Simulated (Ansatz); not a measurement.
Phonon-limited electron mobility of Ge (Fd-3m) in cm²/(V·s), LDA, finite-displacement electron-phonon coupling, linearised Boltzmann equation (Ansatz, a first-principles code). Condition of this run: hydrostatic pressure 8 GPa (the target of the relaxation). Geometry: relaxed with this functional, without spin-orbit coupling.

```tsv
Condition	μ
150 K	4900
200 K	[?]
250 K	[?]
300 K	1100
350 K	797
400 K	602
500 K	375
600 K	254
```

**Question.** What belongs in the gaps?

**Answer.** 
- 200 K, μ: 2600
- 250 K, μ: 1620

**Question.** What exponent p of μ ∝ T^−p fits 200 to 400 K (along x)?

**Answer.** p ≈ 2.1; acoustic deformation-potential scattering alone gives 1.5.

Scattering by harmonic phonons alone: no impurities, screening or carrier-carrier scattering, bands fixed at 0 K. From a coarser fine mesh the values given move by up to 5 %. The mesh was bound by memory.
